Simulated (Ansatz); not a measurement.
**CaMnO3: magnetic orders**

The parent structure is CaMnO₃ in the cubic perovskite structure (space group Pm-3m, No. 221; ferromagnetic; a cell from a computed database, its experimental status unchecked).

```
CELL_PARAMETERS angstrom
      3.71858     0.00000     0.00000
      0.00000     3.71858     0.00000
      0.00000     0.00000     3.71858
ATOMIC_POSITIONS crystal
  Ca 0.50000 0.50000 0.50000
  Mn 0.00000 0.00000 0.00000
  O  0.50000 0.00000 0.00000
  O  0.00000 0.50000 0.00000
  O  0.00000 0.00000 0.50000
```

Each order is relaxed in cell and atoms; arrows give the starting signs on the magnetic atoms.

Method: DFT with PBEsol, PAW potentials and a 420 eV plane-wave cutoff in Ansatz (a program for electronic structure), no SOC.

Notes on the quantities. energy relative to the base: σ→0; to 0.01 eV only: unlike meshes or grids.

| variant | band gap | shortest interatomic distance | energy relative to the base | largest site moment |
|---|---|---|---|---|
| base | zero | 1.859 Å | 0.00 eV/atom | 2.28 μB |
| ↑↓ start, q = (1/2, 1/2, 1/2), 10 atoms | 0.54 eV | 1.852 Å | -0.04 eV/atom | 2.15 μB |
| non-magnetic | zero | 1.840 Å | +0.13 eV/atom | – |
| ↑↓ start, q = (0, 0, 1/2), 10 atoms | zero | 1.833 Å | -0.02 eV/atom | 2.18 μB |
| ↑↓ start, q = (0, 1/2, 1/2), 10 atoms | zero | 1.843 Å | -0.03 eV/atom | 2.15 μB |

Other magnetic orders, which the real material may have, were not ruled out. Whether these cells are dynamically stable was not tested. No Hubbard U is applied, and correlation can decide whether such a compound is a metal. Where the two band edges lie in opposite spin channels, the gap is a spin-flip gap. Spin-polarised in the final run: ↑↓ start, q = (1/2, 1/2, 1/2), 10 atoms, base, ↑↓ start, q = (0, 0, 1/2), 10 atoms and ↑↓ start, q = (0, 1/2, 1/2), 10 atoms; the other runs are not. Many cubic perovskites are stable only at high temperature; tilts and polar distortions were not tested.
